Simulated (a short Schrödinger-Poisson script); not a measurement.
System: symmetric double-gate stack, SiO2 on p-type GaN, at 300 K.

| layer | material | thickness (nm) | Na (cm⁻³) |
|---|---|---|---|
| 1 | SiO2 | 1.7 | - |
| 2 | GaN | 3 | 2e16 |
| 3 | SiO2 | 1.7 | - |

The device is made up for the run: typed textbook-type constants, with dimensions and the other settings drawn at random. SiO2: permittivity 3.9, conduction-band edge (eV) 3.2, gap (eV) 9, electron mass (mₑ) 0.5. GaN: permittivity 9.5, conduction-band edge (eV) 0, gap (eV) 3.43, Nv at 300 K (cm⁻³) 4.6e19.

Channel valleys (confinement mass, in-plane density-of-states mass, number): Γ 0.2, 0.2, 1. At the gates, both at one voltage, the conduction-band edge of layer 1 lies 3.6 eV − eVg above the Fermi level of the channel. Gaps are held at their typed values at every temperature. Mesh 0.03 nm at interfaces.

Solved with a short Schrödinger-Poisson script written for these runs: 1D Poisson equation in equilibrium, electrons quantum, Hartree (BenDaniel-Duke, 12 states a valley, the channel's in-plane mass for all, wave functions ending at the dielectric), parabolic valleys, classical holes, full ionisation, no traps, pinning or gate leakage.

The same stack at other levels of the model or other numerical settings:

| run | sheet density of all electrons at Vg = 1.1 V (cm⁻²) | sheet density of all electrons at Vg = 0.5 V (cm⁻²) | capacitance of both gates at Vg = 1.1 V (μF/cm²) | gate voltage at 1e11 electrons/cm² (V) | rough cost against the base |
|---|---|---|---|---|---|
| base | 8.23e12 | 2.98e10 | 2.67 | 0.54 | about 1 |
| electrons treated as classical, Boltzmann | 1.47e13 | [?] | 3.74 | 0.36 | 0.1 |
| electrons treated as classical, Fermi-Dirac | 1.13e13 | 1.40e12 | 2.85 | 0.36 | 0.3 |
| electrons treated as quantum, Hartree plus LDA exchange-correlation | 9.17e12 | 4.47e10 | [?] | 0.52 | 2 |
| mesh six times as coarse | 8.23e12 | [?] | 2.67 | 0.54 | 0.4 |
| one subband a valley | 8.23e12 | 2.98e10 | 2.67 | 0.54 | 0.6 |

Fill in the missing entries.


- electrons treated as quantum, Hartree plus LDA exchange-correlation, capacitance of both gates at Vg = 1.1 V (μF/cm²): 2.76
- mesh six times as coarse, sheet density of all electrons at Vg = 0.5 V (cm⁻²): 3.03e10
- electrons treated as classical, Boltzmann, sheet density of all electrons at Vg = 0.5 V (cm⁻²): 1.72e12

The classical rows ignore confinement, and Boltzmann statistics overrate the density once the band edge passes the Fermi level.

In real p-type GaN the Mg acceptor is only partly ionised, and so wide a gap doesn't supply an inversion layer without source and drain.
